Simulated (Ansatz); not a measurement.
The starting structures come from a database of crystals and need not be the phases stable at ambient conditions.

Tunnelling through a barrier is set by its complex band structure: the current falls as exp(−2κd) with the smallest κ.

Here is the system:

```xyz
12
Lattice="6.9582 0.1341 -0.0010 -2.7489 6.3299 0.0527 3.2015 1.6065 8.1839" Properties=species:S:1:pos:R:3 pbc="T T T"
Tl     0.1828     4.5196     0.8698
Tl     7.2279     3.5509     7.3658
Tl     0.3284     7.0380     5.4863
Tl     7.0823     1.0325     2.7493
Ge     3.7088     3.4602     2.6016
Ge     3.7020     4.6102     5.6341
Se     3.8159     3.2233     7.5111
Se     3.5949     4.8472     0.7245
Se     3.9235     1.1573     2.2250
Se     3.4873     6.9132     6.0107
Se     5.5147     4.2233     4.0582
Se     1.8961     3.8472     4.1774
```

Space group of this cell: P-1. The cell was relaxed by PBE-D3(BJ); by r2SCAN its mean pressure is -0.7 GPa.

Transport runs along the normal of the first two printed cell vectors.

The gap is the functional's own, uncorrected, and κ follows it; spin-orbit coupling is left out. Mid-gap values are interpolated between the computed energies.

Problem. Give the band gap and the smallest decay constant κ at mid-gap that Ansatz (an electronic-structure program) with r2SCAN yields.

Solution. Gap 1.26 eV on a 6×6×4 mesh; κ = 0.142 1/Å, at (0.000, 0.167) of the in-plane reciprocal vectors. At the zone centre, at the nearest computed energy, the slowest state has κ = 0.18 1/Å.
